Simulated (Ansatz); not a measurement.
```
P
1.0
    1.63853    -5.30475     0.00000
    1.63853     5.30475     0.00000
    0.00000     0.00000     4.43271
P
4
Direct
  0.39990   0.60010   0.58357
  0.60010   0.39990   0.41643
  0.89990   0.10010   0.91643
  0.10010   0.89990   0.08357
```

No spin polarisation.

The values are results of Kohn–Sham DFT with the r2SCAN+rVV10 functional, run in Ansatz (a program for electronic structure) with PAW and 500 eV plane waves, spin-orbit coupling left out, not measurements. Settings: 10×10×8 k-points, 0.05 eV Fermi–Dirac smearing.

**Question.** Predict the space group and pressure.

**Answer.** Space group: Cmce (No. 64)
Pressure (mean of the normal stresses, compression positive): 1.1 GPa

The cells carry an imposed strain or load. Whether these cells are dynamically stable was not tested. The cell was made from P in the black-P type structure (space group Cmce, No. 64; layered, stacked along the Cartesian y axis) by this change: isotropic strain −0.76 %.
